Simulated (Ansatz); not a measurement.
CsCl-type RuAl, treated with PBE-D3(BJ) (PAW; Ansatz, a first-principles code).

Run with plane-wave cutoff 520 eV, 22×22×22 k mesh, Fermi–Dirac smearing 0.059 eV (set by the program), no spin polarisation, scalar-relativistic PAW data made under PBE.

Cell (relaxed at this level):

AlRu is modelled in the cubic space group Pm-3m (No. 221), the CsCl type structure, Pearson symbol cP2. Lattice parameters: a = 2.973 Å, b = 2.973 Å, c = 2.973 Å, α = 90.00°, β = 90.00°, γ = 90.00°. Al on 1b is coordinated by 8 Ru at 2.575 Å and 6 Al at 2.973 Å. Ru on 1a is surrounded by 8 Al at 2.575 Å and 6 Ru at 2.973 Å. (Neighbours: up to the widest gap in distance over summed covalent radii, below 1.35, at either atom.)

Q: Give the computed Poisson ratio, elastic constant C44, Young modulus, elastic constant C12, Voigt–Reuss–Hill shear modulus (Hill average) and elastic constant C11.

A: 
- Poisson ratio = 0.272
- elastic constant C44 = 140 GPa
- Young modulus = 300 GPa
- elastic constant C12 = 158 GPa
- Voigt–Reuss–Hill shear modulus (Hill average) = 118 GPa
- elastic constant C11 = 341 GPa

Note: the dispersion coefficients are held fixed in the derivatives.

Elastic constants are with the ions relaxed.

Computed values are for the static lattice.

The result took about 5 core-minutes (a rough figure).
